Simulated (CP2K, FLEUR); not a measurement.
A FLEUR input for a self-consistent single point of BaSrI₄ (R-3m, 6 atoms in the cell) (DFT, PBEsol, all-electron FLAPW (FLEUR), scalar-relativistic valence):

Input of the input generator:

```
BaSrI4
&input film=f /
2.9350101614 1.6945289068 9.3638200000
-2.9350101614 1.6945289068 9.3638200000
0.0000000000 -3.3890578136 9.3638200000
1.8897261246
1.0 1.0 1.0

6
56 0.0000000000 0.0000000000 0.0000000000
38 0.5000000000 0.5000000000 0.5000000000
53 0.6228030000 0.6228030000 0.6228030000
53 0.3771970000 0.3771970000 0.3771970000
53 0.8709070000 0.8709070000 0.8709070000
53 0.1290930000 0.1290930000 0.1290930000

&comp jspins=1 /
&exco xctyp='PBEs' /
&kpt div1=3 div2=3 div3=3 /
&end /
```

```xml
<?xml version="1.0" encoding="UTF-8" standalone="no"?>
<fleurInput fleurInputVersion="0.39">
   <comment>
      BaSrI4                                                                                              
   </comment>
   <calculationSetup>
      <cutoffs Kmax="3.8" Gmax="15.2" GmaxXC="15.2" numbands="0"/>
      <scfLoop itmax="100" minDistance="0.00001" maxIterBroyd="15" imix="Anderson" alpha="0.05" precondParam="0.0" spinf="2.0"/>
      <coreElectrons ctail="T" frcor="F" kcrel="0" coretail_lmax="0"/>
      <xcFunctional name="PBEs" relativisticCorrections="F"/>
      <magnetism jspins="1"/>
      <soc l_soc="F" theta="0.0" phi="0.0" spav="F"/>
      <expertModes spex="0" secvar="F"/>
      <geometryOptimization l_f="T" forcealpha="1.0" forcemix="BFGS" epsdisp="0.00001" epsforce="0.00001"/>
      <ldaU l_linMix="F" mixParam="0.05" spinf="1.0"/>
   </calculationSetup>
   <cell>
      <bzIntegration valenceElectrons="88.0" mode="hist" fermiSmearingEnergy="0.0001">
         <kPointListSelection listName="default-1"/>
         <!-- k-points included here -->
         <xi:include xmlns:xi="http://www.w3.org/2001/XInclude" href="kpts.xml"> </xi:include>
      </bzIntegration>
      <!-- symmetry operations included here -->
      <xi:include xmlns:xi="http://www.w3.org/2001/XInclude" href="sym.xml"> </xi:include>
      <bulkLattice scale="1.0">
         <bravaisMatrix>
            <row-1>    5.5463653779640421     3.2021955440698386    17.6950552800519709</row-1>
            <row-2>   -5.5463653779640421     3.2021955440698386    17.6950552800519709</row-2>
            <row-3>    0.0000000000000000    -6.4043910881396773    17.6950552800519709</row-3>
         </bravaisMatrix>
      </bulkLattice>
   </cell>
   <atomSpecies>
      <species name="Barium (Ba)" element="Ba" atomicNumber="56">
         <mtSphere radius="2.63" gridPoints="925" logIncrement="0.014"/>
         <atomicCutoffs lmax="10" lnonsphr="8"/>
         <electronConfig flipSpins="F">
            <coreConfig>(1s1/2) (2s1/2) (2p1/2) (2p3/2) (3s1/2) (3p1/2) (3p3/2) (4s1/2) (3d3/2) (3d5/2) (4p1/2) (4p3/2) (4d3/2) (4d5/2)</coreConfig>
            <valenceConfig>(5s1/2) (5p1/2) (5p3/2) (6s1/2)</valenceConfig>
         </electronConfig>
         <energyParameters s="6" p="6" d="5" f="4"/>
         <lo type="SCLO" l="0" n="5" eDeriv="0"/>
         <lo type="SCLO" l="1" n="5" eDeriv="0"/>
      </species>
      <species name="Strontium (Sr)" element="Sr" atomicNumber="38">
         <mtSphere radius="2.63" gridPoints="925" logIncrement="0.014"/>
         <atomicCutoffs lmax="10" lnonsphr="8"/>
         <electronConfig flipSpins="F">
            <coreConfig>(1s1/2) (2s1/2) (2p1/2) (2p3/2) (3s1/2) (3p1/2) (3p3/2) (3d3/2) (3d5/2)</coreConfig>
            <valenceConfig>(4s1/2) (4p1/2) (4p3/2) (5s1/2)</valenceConfig>
         </electronConfig>
         <energyParameters s="5" p="5" d="4" f="4"/>
         <lo type="SCLO" l="0" n="4" eDeriv="0"/>
         <lo type="SCLO" l="1" n="4" eDeriv="0"/>
      </species>
      <species name="Iodine (I)" element="I" atomicNumber="53">
         <mtSphere radius="2.63" gridPoints="925" logIncrement="0.014"/>
         <atomicCutoffs lmax="10" lnonsphr="8"/>
         <electronConfig flipSpins="F">
            <coreConfig>(1s1/2) (2s1/2) (2p1/2) (2p3/2) (3s1/2) (3p1/2) (3p3/2) (4s1/2) (3d3/2) (3d5/2) (4p1/2) (4p3/2)</coreConfig>
            <valenceConfig>(5s1/2) (4d3/2) (4d5/2) (5p1/2) (5p3/2)</valenceConfig>
            <stateOccupation state="(5p1/2)" spinUp="0.8333333333333" spinDown="0.8333333333333"/>
            <stateOccupation state="(5p3/2)" spinUp="1.6666666666667" spinDown="1.6666666666667"/>
         </electronConfig>
         <energyParameters s="5" p="5" d="5" f="4"/>
         <lo type="SCLO" l="2" n="4" eDeriv="0"/>
      </species>
   </atomSpecies>
   <atomGroups>
      <atomGroup species="Barium (Ba)">
         <relPos label="                   1">.0000000000 .0000000000 .0000000000</relPos>
         <force calculate="T" relaxXYZ="TTT"/>
      </atomGroup>
      <atomGroup species="Strontium (Sr)">
         <relPos label="                   2">1.000/2.000 1.000/2.000 1.000/2.000</relPos>
         <force calculate="T" relaxXYZ="TTT"/>
      </atomGroup>
      <atomGroup species="Iodine (I)">
         <relPos label="                   3">-.3771970000 -.3771970000 -.3771970000</relPos>
         <relPos label="                   4">.3771970000 .3771970000 .3771970000</relPos>
         <force calculate="T" relaxXYZ="TTT"/>
      </atomGroup>
      <atomGroup species="Iodine (I)">
         <relPos label="                   5">-.1290930000 -.1290930000 -.1290930000</relPos>
         <relPos label="                   6">.1290930000 .1290930000 .1290930000</relPos>
         <force calculate="T" relaxXYZ="TTT"/>
      </atomGroup>
   </atomGroups>
   <output dos="F" band="F" slice="F">
      <checks vchk="F" cdinf="F"/>
      <bandDOS minEnergy="-.5*Htr" maxEnergy="0.5*Htr" sigma="0.015" storeEVData="T"/>
      <vacuumDOS vacdos="F" integ="F" star="F" nstars="0" locx1="0.0" locy1="0.0" locx2="0.0" locy2="0.0" nstm="0" tworkf="0.0"/>
      <unfoldingBand unfoldBand="F" supercellX="1" supercellY="1" supercellZ="1"/>
      <plotting iplot="0" polar="F">
         <plot TwoD="T" vec1="  1.0  0.0  0.0" vec2="  0.0  1.0  0.0" vec3="  0.0  0.0  1.0" zero="  0.0  0.0  0.0" file="plot"/>
      </plotting>
      <chargeDensitySlicing numkpt="0" minEigenval="0.0" maxEigenval="0.0" nnne="0" pallst="F"/>
      <specialOutput eonly="F"/>
      <magneticCircularDichroism mcd="F" energyLo="-10.0" energyUp="0.0"/>
   </output>
  <!-- We include the file relax.xml here to enable relaxations (see documentation) -->
  <xi:include xmlns:xi="http://www.w3.org/2001/XInclude" href="relax.xml"> <xi:fallback/> </xi:include>
</fleurInput>
```

Problem. Write the same calculation as an input for CP2K.

Solution. One input that does it (others would too):

```
&GLOBAL
  PROJECT basri4
  RUN_TYPE ENERGY_FORCE
  PRINT_LEVEL MEDIUM
&END GLOBAL
&FORCE_EVAL
  METHOD Quickstep
  STRESS_TENSOR ANALYTICAL
  &DFT
    BASIS_SET_FILE_NAME BASIS_MOLOPT
    POTENTIAL_FILE_NAME GTH_POTENTIALS
    &QS
      METHOD GPW
      EPS_DEFAULT 1E-10
    &END QS
    &MGRID
      CUTOFF 500
      REL_CUTOFF 60
      NGRIDS 5
    &END MGRID
    &SCF
      SCF_GUESS ATOMIC
      EPS_SCF 1E-7
      MAX_SCF 100
      ADDED_MOS 9
      &DIAGONALIZATION
        ALGORITHM STANDARD
      &END DIAGONALIZATION
      &MIXING
        METHOD BROYDEN_MIXING
        ALPHA 0.4
        NBUFFER 10
        BETA 1.5
      &END MIXING
    &END SCF
    &KPOINTS
      SCHEME MONKHORST-PACK 3 3 3
    &END KPOINTS
    &XC
      &XC_FUNCTIONAL
        &PBE
          PARAMETRIZATION PBESOL
        &END PBE
      &END XC_FUNCTIONAL
    &END XC
    &PRINT
      &MO
        EIGENVALUES T
        OCCUPATION_NUMBERS T
        NDIGITS 8
        FILENAME mo
        &EACH
          QS_SCF 0
        &END EACH
        ADD_LAST NUMERIC
      &END MO
      &MULLIKEN ON
      &END MULLIKEN
    &END PRINT
  &END DFT
  &SUBSYS
    &CELL
      A 9.95825500 0.00000000 0.00000000
      B 8.22817600 5.60927500 0.00000000
      C 8.22817600 2.53783100 5.00233700
      PERIODIC XYZ
    &END CELL
    &COORD
      SCALED
      Ba       0.00000000     0.00000000     0.00000000
      Sr       0.50000000     0.50000000     0.50000000
      I        0.62280300     0.62280300     0.62280300
      I        0.37719700     0.37719700     0.37719700
      I        0.87090700     0.87090700     0.87090700
      I        0.12909300     0.12909300     0.12909300
    &END COORD
    &KIND Ba
      BASIS_SET DZVP-MOLOPT-SR-GTH-q10
      POTENTIAL GTH-PBE-q10
    &END KIND
    &KIND Sr
      BASIS_SET DZVP-MOLOPT-SR-GTH-q10
      POTENTIAL GTH-PBE-q10
    &END KIND
    &KIND I
      BASIS_SET DZVP-MOLOPT-SR-GTH-q7
      POTENTIAL GTH-PBE-q7
    &END KIND
  &END SUBSYS
  &PRINT
    &FORCES ON
    &END FORCES
    &STRESS_TENSOR ON
    &END STRESS_TENSOR
  &END PRINT
&END FORCE_EVAL
```

Basis, cutoffs, solver keys and any potentials are the target program's own. This input uses DFT PBEsol, GPW, DZVP-MOLOPT-SR-GTH basis, GTH-PBE potentials (GTH_POTENTIALS).

The starting cell comes from a database of computed structures (which also holds hypothetical and non-ambient phases and stackings), without a prior relaxation at this level.
